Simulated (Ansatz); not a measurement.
The parent structure is Pd in the fcc (Cu type) structure (space group Fm-3m, No. 225; a = 3.841 Å; relaxed with 0.1 eV smearing).

All numbers come from LDA (Ansatz, an electronic-structure program, PAW, no SOC).

Strains are applied to the cell and any free atomic positions relax.

One change was made to it. Results:

```json
[
 {"quantity": "energy relative to the base (free energy F)", "base": "0 meV/atom", "after": "+33 meV/atom"},
 {"quantity": "pressure", "base": "0.0 GPa", "after": "-11.4 GPa"},
 {"quantity": "band gap", "base": "zero", "after": "zero"}
]
```

Q: Name the change that was made.
(A) isotropic strain −2.50 %
(B) isotropic strain +2.00 %
(C) isotropic strain +3.00 %

A: B, isotropic strain +2.00 %. For comparison, the energy relative to the base in the other runs: isotropic strain +3.00 % gives +71 meV/atom; isotropic strain −2.50 % gives +63 meV/atom.

Stability against distortions was not tested. The final runs are not spin-polarised. Pd lies near a magnetic instability that expansion can trigger; it was not tested.
